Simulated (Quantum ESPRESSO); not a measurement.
Input and output of a self-consistent single point for TePO5 (P1, 28 atoms in the cell) (Quantum ESPRESSO).

Method: LDA (PZ), GBRV 1.5 ultrasoft (LDA) pseudopotentials (plane waves; Quantum ESPRESSO).

```xyz
28
Lattice="7.4809 0.0000 0.0000 0.0000 6.5308 0.0000 0.0000 0.0000 7.3911" Properties=species:S:1:pos:R:3 pbc="T T T"
Te     6.4942     4.9289     1.8458
Te     1.0286     1.6023     5.5011
Te     4.7171     1.5930     5.5352
Te     2.7406     4.9456     1.7937
P      6.5170     1.6792     2.6497
P      1.0009     4.8933     4.7252
P      4.7124     4.8811     6.3842
P      2.8007     1.5968     1.0013
O      7.1776     4.9027     3.8759
O      0.3665     1.5432     3.5818
O      4.1224     1.7037     0.1373
O      3.3354     4.8644     7.2445
O      6.5984     1.6601     6.1162
O      0.9101     4.8898     1.2527
O      4.6119     4.9182     2.4488
O      2.8735     1.6564     5.0160
O      6.5334     2.8742     1.7132
O      0.9810     3.6749     5.6138
O      4.7802     3.7076     5.4287
O      2.7700     2.8430     1.9184
O      2.7387     0.4079     2.0024
O      4.6457     6.1419     5.4365
O      0.9279     6.0446     5.6613
O      6.4828     0.4325     1.7725
O      5.9328     4.8810     7.2925
O      1.5878     1.6301     0.0789
O      5.2459     1.6370     3.6463
O      2.0998     4.8983     3.8020
```

Reference input (self-consistent single point, DFT, LDA (PZ), plane waves, GBRV 1.5 ultrasoft (LDA) pseudopotentials): ecutwfc = 40 Ry; ecutrho = 200 Ry; occupations = smearing; smearing = mp; degauss = 0.0099958 Ry; potentials = {Te: te_lda_v1.uspp.F.UPF, P: p_lda_v1.5.uspp.F.UPF, O: o_lda_v1.2.uspp.F.UPF}; K_POINTS = automatic 3 3 3 0 0 0; conv_thr = 1e-09 Ry. This run's input differs from it in these lines:

```diff
@@ -12,4 +12,4 @@
    ntyp = 3,
-   ecutwfc = 40,
-   ecutrho = 200,
+   ecutwfc = 24,
+   ecutrho = 120,
    occupations = 'smearing',
```

Output, abridged:

```
     Self-consistent Calculation

     iteration #  1     ecut=    24.00 Ry     beta= 0.70

     total energy              =    -809.62114171 Ry
     estimated scf accuracy    <       6.66415723 Ry

     iteration #  2     ecut=    24.00 Ry     beta= 0.70

     total energy              =    -811.22084519 Ry
     estimated scf accuracy    <       6.29735843 Ry

     iteration #  3     ecut=    24.00 Ry     beta= 0.70

     total energy              =    -812.43796432 Ry
     estimated scf accuracy    <       0.55225548 Ry

   [... 12 blocks of this kind left out ...]

     iteration # 16     ecut=    24.00 Ry     beta= 0.70

     total energy              =    -812.54721182 Ry
     estimated scf accuracy    <          1.3E-09 Ry

     iteration # 17     ecut=    24.00 Ry     beta= 0.70
     End of self-consistent calculation

     the Fermi energy is     5.2048 ev

!    total energy              =    -812.54721182 Ry
     estimated scf accuracy    <          1.8E-10 Ry
     smearing contrib. (-TS)   =       0.00050383 Ry
     internal energy E=F+TS    =    -812.54771566 Ry

     convergence has been achieved in  17 iterations

     Forces acting on atoms (cartesian axes, Ry/au):

     atom    1 type  1   force =     0.02359003    0.00236137    0.08066946
     atom    2 type  1   force =    -0.09115270    0.00925045    0.01886277
     atom    3 type  1   force =     0.06071679    0.04231018    0.05727587
     atom    4 type  1   force =     0.03879807   -0.06383895    0.03501354
     atom    5 type  2   force =     0.02574174   -0.04299472    0.12828580
   [... 19 lines left out ...]
   [... lines left out ...]

     Total force =     0.499579     Total SCF correction =     0.000031

          total   stress  (Ry/bohr**3)                   (kbar)     P=     -377.48
  -0.00253143   0.00001424  -0.00001171         -372.39        2.10       -1.72
   0.00001424  -0.00253917   0.00010831            2.10     -373.53       15.93
  -0.00001171   0.00010831  -0.00262757           -1.72       15.93     -386.53

   JOB DONE.
```

The run converged in 17 iterations. Against the reference run the free energy rises by 698 meV/atom, the pressure goes from 4.16 to -37.75 GPa, the largest force goes from 5.822 to 5.686 eV/Å and the gap on the mesh moves little (0.195 to 0.193 eV).

The starting cell comes from a database of computed structures (which also holds hypothetical and non-ambient phases and stackings), without a prior relaxation at this level. Its atoms were displaced at random from the sites of space group no. 62. Spin-orbit coupling is off. Forces in this geometry exceed 1 eV/Å. At the lowered cutoff the pressure carries the error of an incomplete plane-wave basis.

Cost on one core of a shared machine: roughly 2 min.
